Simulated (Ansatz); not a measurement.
**By hand: formation energy of Mo3Si (A15 (Cr3Si type), Pm-3n) from the elements**

This concerns the formation energy of Mo3Si (A15 (Cr3Si type), Pm-3n) from the elements. Reaction: Si (diamond) + 3 Mo (bcc) → Mo3Si (A15 (Cr3Si type)). Negative: the products are lower in energy. The value is per atom of the solid.

Mo3Si (A15 (Cr3Si type), Pm-3n), 8 atoms in the cell; spin state with PBE: run without spin. Conventional cell: a = b = c = 4.907 Å, α = β = γ = 90.00°.

Setting: static, neutral cells in Ansatz (PAW) whose structures rest at the PBE level. Ansatz (a first-principles code) runs with its PAW set soft_1. Other levels take these structures. The lattices are those relaxed with PBE, so at other levels the solids can be strained, which adds to the spread. A dispersion term (D3(BJ), or D4 for r2SCAN) was computed beside these levels and is taken off wherever the name lacks it.

Total energies of the cells in eV, at zero smearing width. They compare only within one column; the weights balance every element.

```csv
cell,atoms,weight,PBE,PBE+D3(BJ)
Mo3Si (A15 (Cr3Si type)),8,+1,-31010.51355,-31015.83446
Si (diamond),2,−1,-1271.62301,-1272.23847
Mo (bcc),1,−6,-4956.05664,-4956.76293
```

PBE: (-31010.51355) − (-1271.62301) − 6 × (-4956.05664) = -2.551 eV; dividing by 8 atoms gives -0.32 eV/atom.

PBE+D3(BJ): (-31015.83446) − (-1272.23847) − 6 × (-4956.76293) = -3.018 eV; dividing by 8 atoms gives -0.38 eV/atom.

What follows from the PBE value: A formula unit of Mo3Si has 4 atoms, so it forms with -0.3188 × 4 = -1.275 eV, or -123.0 kJ/mol at 96.485 kJ/mol per eV.
